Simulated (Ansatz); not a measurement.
## InP: energy against strain

InP (zinc blende, F-43m, 25.392 Å³/atom at rest) under an equal strain ε in the (111) plane with the normal axis free, as in a coherent film. PBEsol in Ansatz, a plane-wave DFT program (PAW, default set), 420 eV, 10×10×10 Γ-centred mesh, Fermi-Dirac smearing 0.05 eV; ions are relaxed within the symmetry of each cell.

Here s stands for strain and y for E less E0.

```
strain (%)  E less E0 (meV/atom)
----------  --------------------
-2.50                          ?
-1.25                       3.51
-0.83                       1.53
-0.42                       0.39
0.00                        0.00
0.42                        0.39
0.83                        1.50
1.25                        3.38
```

Using a parabola, estimate the missing y at s = -2.50 from the other rows, showing the fit.

Least squares gives y = -0.001 - 0.0386·s + 2.2044·s². Residuals (row less fit): 0.018, -0.020, -0.014, 0.001, 0.018, 0.014, -0.015; standard error 0.021 (degrees of freedom: 4). Twice the quadratic coefficient over the volume, 2 × 2.2044 meV × 10⁴ × 0.1602 / 25.392 Å³, is twice the biaxial elastic modulus of this plane = 278 ± 1.6 GPa. At the withheld row, y = -0.001 - 0.0386 × (-2.50) + 2.2044 × (-2.50)² = 13.873 meV/atom. The calculation gives 14.33 meV/atom, 0.457 meV/atom above the prediction (3.2 % of the range of y in the table). The row lies outside the fitted rows, so this is an extrapolation. From the scatter of the fitted rows alone, a prediction at this place has a standard error of 0.079 meV/atom, so the miss is 5.8 times that.

One order more, fitted to all 13 runs of the series, follows each within 0.01, so the miss is the next term of a smooth law. Rows are the converged runs of the series near zero and its far end; series whose fitted rows scatter by over a few per cent of the range, as at a crossing or softening among them, aren't shown in this form. Most that stay on the fit to the last digits aren't either.
